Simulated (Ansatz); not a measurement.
Cost and result by functional for the adsorption energy of OH on the 1x1 (110) surface of 3C silicon carbide (cut with top plane C + Si), one in a 2x2 cell, started at the site 'over C at depth 1.5 Å', in Ansatz (plane waves, PAW). Single points on the PBE structure, on one kind of machine; costs are rough ratios of the slab run's core time (references not counted) to the cheapest single point. r2SCAN's cost holds its higher cutoff (500 against 420 eV). Differences are taken against r2SCAN for comparison alone: no measured value is at hand, so the table doesn't rank accuracy.

Host crystal: 3C silicon carbide, with a band gap (PBE, scalar-relativistic without spin-orbit coupling).

Model: 50-atom slab, 7.7 Å thick at the start under the adsorbate (thin: gaps and levels are the slab's own), 3x3x1 mesh, Fermi-Dirac 0.01 eV, dipole correction, 24 atoms held, the rest relaxed; no symmetry held; spin-polarised, ending with about 1.0 μB a cell; orders that need a larger cell were not tried, no spin-orbit, no U, no dispersion correction. At the end it is bonded to Si. In PBE it is, or lies within 0.03 eV of, the lowest of the starts that converged. These notes are the PBE run's. r2SCAN: The program's check for a lower electronic state was not made. Adsorption energies are against H2O(g) − ½ H2(g). A negative adsorption energy means that the adsorbate is more stable on the surface than in its reference.

```
functional                     relative cost  adsorption energy (eV)  less r2SCAN (eV)
-----------------------------  -------------  ----------------------  ----------------
RPBE                                       1                   -0.94              0.48
r2SCAN                                     2                   -1.42              0.00
PBE (the relaxed run's value)              –                   -1.07              0.35
```

The values span 0.48 eV, while the single points' costs differ by a factor of roughly 2. Differences are of unrounded values.

Ansatz is a quantum-chemistry and plane-wave program.
